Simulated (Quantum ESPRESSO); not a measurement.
Worked example: zone-centre phonon calculation of Ge (Imma, 2 atoms in the cell) in Quantum ESPRESSO.

Level of theory: LDA (PZ), PSlibrary ultrasoft (LDA) pseudopotentials (plane waves; Quantum ESPRESSO).

```yaml
crystal:
  lattice:
    - [-2.50838, 2.66412, 1.44413]
    - [2.50838, -2.66412, 1.44413]
    - [2.50838, 2.66412, -1.44413]
  atoms:
    - { symbol: Ge, position: [0.18594, 0.93594, 0.25000] }
    - { symbol: Ge, position: [0.81406, 0.06406, 0.75000] }
```

Reference input (self-consistent single point, DFT, LDA (PZ), plane waves, PSlibrary ultrasoft (LDA) pseudopotentials): ecutwfc = 30 Ry; ecutrho = 180 Ry; occupations = smearing; smearing = fermi-dirac; degauss = 0.0073499 Ry; potentials = {Ge: Ge.pz-n-rrkjus_psl.1.0.0.UPF}; K_POINTS = automatic 11 11 11 0 0 0; conv_thr = 1e-10 Ry. This run's input differs from it in these lines:

```diff
@@ -12,4 +12,4 @@
    ntyp = 1
-   ecutwfc = 30
-   ecutrho = 180
+   ecutwfc = 21
+   ecutrho = 126
    occupations = 'smearing'
```

Step 2 (ph.x):

```fortran
phonons at the zone centre
&INPUTPH
   prefix = 'run'
   outdir = './out'
   tr2_ph = 1.0d-14
   fildyn = 'dyn.G'
/
0.0 0.0 0.0
```

Output (repeated stretches shortened):

Output of step 1:

```
     Self-consistent Calculation

     iteration #  1     ecut=    21.00 Ry     beta= 0.70

     Threshold (ethr) on eigenvalues was too large:
     Diagonalizing with lowered threshold

     total energy              =     -23.72195277 Ry
     estimated scf accuracy    <       0.00545205 Ry

     iteration #  2     ecut=    21.00 Ry     beta= 0.70

     total energy              =     -23.72206779 Ry
     estimated scf accuracy    <       0.00034977 Ry

     iteration #  3     ecut=    21.00 Ry     beta= 0.70

     total energy              =     -23.72207855 Ry
     estimated scf accuracy    <       0.00000276 Ry

     iteration #  4     ecut=    21.00 Ry     beta= 0.70

     total energy              =     -23.72207903 Ry
     estimated scf accuracy    <       0.00000004 Ry

     iteration #  5     ecut=    21.00 Ry     beta= 0.70

     total energy              =     -23.72207904 Ry
     estimated scf accuracy    <          3.5E-10 Ry

     iteration #  6     ecut=    21.00 Ry     beta= 0.70
     End of self-consistent calculation

     Number of k-points >= 100: set verbosity='high' to print the bands.

     the Fermi energy is     6.9982 ev

!    total energy              =     -23.72207904 Ry
     estimated scf accuracy    <          2.7E-12 Ry
     smearing contrib. (-TS)   =      -0.00201728 Ry
     internal energy E=F+TS    =     -23.72006176 Ry

     convergence has been achieved in   6 iterations

     Forces acting on atoms (cartesian axes, Ry/au):

     atom    1 type  1   force =     0.00000000    0.00000000   -0.00202566
     atom    2 type  1   force =     0.00000000    0.00000000    0.00202566

     Total force =     0.002865     Total SCF correction =     0.000000

          total   stress  (Ry/bohr**3)                   (kbar)     P=      -50.80
  -0.00028464   0.00000000  -0.00000000          -41.87        0.00       -0.00
  -0.00000000  -0.00037671   0.00000000           -0.00      -55.42        0.00
  -0.00000000   0.00000000  -0.00037458           -0.00        0.00      -55.10

   JOB DONE.
```

Output of step 2:

```
     Reading xml data from directory:

     ./out/run.save/

     G-vector sticks info
     --------------------
     sticks:   dense  smooth     PW     G-vecs:    dense   smooth      PW
     Sum         385     247     93                 6269     3381     789

     Reading collected, re-writing distributed wavefunctions in ./out/

     Number and degeneracy of irreps per q-point
       N         xq(1)         xq(2)         xq(3)   N irreps
       1   0.000000000   0.000000000   0.000000000       6
     No degeneracy

     Calculation of q =    0.0000000   0.0000000   0.0000000
     warning: symmetry operation #  2 not compatible with FFT grid.
   0   1   0
   1   0   0
  -1  -1  -1
     warning: symmetry operation #  3 not compatible with FFT grid.
   0   0   1
  -1  -1  -1
   1   0   0
     warning: symmetry operation #  4 not compatible with FFT grid.
  -1  -1  -1
   0   0   1
   0   1   0
     warning: symmetry operation #  6 not compatible with FFT grid.
   0  -1   0
  -1   0   0
   1   1   1
     warning: symmetry operation #  7 not compatible with FFT grid.
   0   0  -1
   1   1   1
  -1   0   0
     warning: symmetry operation #  8 not compatible with FFT grid.
   1   1   1
   0   0  -1
   0  -1   0

 %%%%%%%%%%%%%%%%%%%%%%%%%%%%%%%%%%%%%%%%%%%%%%%%%%%%%%%%%%%%%%%%%%%%%%%%%%%%%%
     Error in routine phq_setup (1):
     FFT grid incompatible with symmetry
 %%%%%%%%%%%%%%%%%%%%%%%%%%%%%%%%%%%%%%%%%%%%%%%%%%%%%%%%%%%%%%%%%%%%%%%%%%%%%%

     stopping ...
```

The program stopped in the step ph.x before computing anything there. 

The starting cell comes from a database of computed structures (which also holds hypothetical and non-ambient phases and stackings), without a prior relaxation at this level. Its lattice was rescaled by up to half a per cent.
